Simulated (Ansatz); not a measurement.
Results of PBEsol in Ansatz (PAW) for fluorite CoSi2.

Numerical settings: plane-wave cutoff 520 eV, 18×18×18 k mesh, Fermi–Dirac smearing 0.05 eV, no spin polarisation, scalar-relativistic PAW data made under PBE.

Pressure at four volumes; x = ln(V/12.493 Å³). One pressure is withheld.

| V (Å³/atom) | x | P (GPa) |
|---|---|---|
| 11.743 | -0.0619 | ? |
| 11.993 | -0.0408 | 8.69 |
| 12.493 | 0.0000 | 0.00 |
| 13.243 | 0.0583 | -9.93 |

**Question.** Pass a parabola P(x) through the three rows shown, estimate the bulk modulus and its pressure derivative near zero pressure, and predict the withheld pressure.

**Answer.** Slopes between the rows: (0.00 − (8.69))/(0.0000 − (-0.0408)) = -212.99 and (-9.93 − (0.00))/(0.0583 − (0.0000)) = -170.33 GPa. Their difference over the span 0.0991 is c = 42.66/0.0991 = 430.5 GPa, so P(x) = 8.69 + (-212.99)(x − (-0.0408)) + 430.5 (x − (-0.0408))(x − (0.0000)). At the middle row B = −dP/dx = −[-212.99 + 430.5 × 0.0408] = 195.4 GPa, and B′ = dB/dP = 2c/B = 4.4. At x = -0.0619 the parabola gives 13.75 GPa; the run gives 13.80 GPa. The Birch–Murnaghan fit to the energies at all volumes has B0 = 194 GPa and B′ = 4.5.

Ansatz is a program for electronic structure.
